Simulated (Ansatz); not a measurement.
Amorphous Al₂₈O₄₅Ga₂, 75 atoms at 3.25 g/cm³, one PBE-relaxed geometry, zone centre. Methods: PBE, scalar-relativistic without spin-orbit coupling (Ansatz, a quantum-chemistry and plane-wave program); r2SCAN, scalar-relativistic without spin-orbit coupling (Ansatz); HSE06, scalar-relativistic without spin-orbit coupling (Ansatz). Plane waves to 420 eV (r2SCAN 500 eV); exact exchange is cut at the cell's faces. At PBE the levels at the filled edge of the gap are localised (band-tail or defect states), and the nearest spread-out levels lie 3.9 eV apart at the zone centre. All rungs ran without spin polarisation.

The cell was made by melting and quenching with the CHGNet potential and then relaxed with DFT. O atoms were pushed apart under 1.9 Å during the dynamics, to hinder bonds among them. The hot cell started wider than the set density and was brought back towards it in steps. It is the lowest in DFT energy of 2 quenches. It is a model cell: composition and starting density were chosen by hand, and all elements were melted together. No dispersion term was used. Its density started from a set value of 3.25 and ended at 3.25 g/cm³. The simulated quench (nominally 280 K/ps over its main leg) is rapid and tends to freeze in more defects than a deposited or slowly cooled glass has. A cell of this size samples the disorder only roughly. The volume was held where the preparation left it and the shape relaxed, at a PBE pressure of 1.1 GPa. Stress components on the final sampling reach 1.1 GPa.

The relaxation ran on the zone centre alone. At PBE the level gap is 3.36 eV on a 2×2×2 Γ-centred mesh, and the spacing at the zone centre alone 3.39 eV.

Task: What zone-centre spacing does r2SCAN give, roughly?

Result: 4.01 eV (+0.62 eV against PBE).

Task: What zone-centre spacing does HSE06 give, roughly?

Result: 5.10 eV (+1.71 eV against PBE).

The highest filled and the lowest empty state spread over these numbers of atoms (participation numbers): PBE: 7.5 and 62.7; r2SCAN: 7.5 and 61.4; HSE06: 7.9 and 62.9.
